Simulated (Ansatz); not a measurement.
Reference: ZnO (P6_3mc), r2SCAN with spin-orbit coupling, rigid bands (plane waves, PAW; Ansatz, a first-principles code); axes and stresses refer to this cell.

```xyz
4
Lattice="3.2299 0.0000 0.0000 -1.6150 2.7972 0.0000 0.0000 0.0000 5.2147" Properties=species:S:1:pos:R:3 pbc="T T T"
Zn     0.0000     1.8648    -0.0102
Zn     1.6150     0.9324     2.5972
O      0.0000     1.8648     1.9657
O      1.6150     0.9324     4.5730
```

* **hole mass along z**: 2.8 mₑ
* **electron conductivity mass**: 0.21 mₑ
* **Seebeck coefficient, p-type 1e19 cm⁻³**: 432 μV/K

### Question
After one change the values are hole mass along z 3.7 mₑ; electron conductivity mass 0.20 mₑ; Seebeck coefficient, p-type 1e19 cm⁻³ 432 μV/K. Which change was made?
A. biaxial stress in the c plane of -8.8 GPa (compression positive)
B. hydrostatic pressure of 8.8 GPa (compression positive)
C. uniaxial stress along a of -4.4 GPa (compression positive)
D. hydrostatic pressure of -4.4 GPa (compression positive)

### Answer
A, biaxial stress in the c plane of -8.8 GPa (compression positive)

Masses are for dilute carriers at 300 K, harmonic means over directions unless an axis is named. Seebeck coefficients are for the stated density at 300 K, with one relaxation time for all states and whether or not that doping can be reached. Stresses and pressures are the targets of the relaxation.  The structure type is held under load, also where the real crystal would transform.
